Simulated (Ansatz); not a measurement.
For V2AlC (P6₃/mmc, No. 194, 8 atoms in the cell; start mp-1025497), LDA in Ansatz (plane waves, PAW) gives:

| Property | Result |
|---|---|
| lattice parameter a | 2.857 Å |
| lattice parameter c | 12.899 Å |

Question: What does r²SCAN-D4 (PAW; Ansatz, an electronic-structure program) give for the same quantities?

Answer: 
- lattice constant a: 2.877 Å (increases by 0.7 %)
- lattice parameter c: 13.081 Å (rises by 1.4 %)

Changes are worked out from the printed values.

Unless a cell is named, each level is at its own relaxed cell (LDA 11.40, r²SCAN-D4 11.72 Å³/atom).

The crystal itself was run without spin with LDA, r²SCAN-D4; a magnetic state was not tried in these runs.

Caveats: the relaxation could not lower the start's symmetry, so the cell can be a saddle point above a distorted one (LDA, r²SCAN-D4). Ansatz's density-functional and Hartree–Fock values are scalar-relativistic unless marked +SOC, with PAW data made under PBE.

A start named mp-… is a Materials Project structure, which need not be a measured phase.
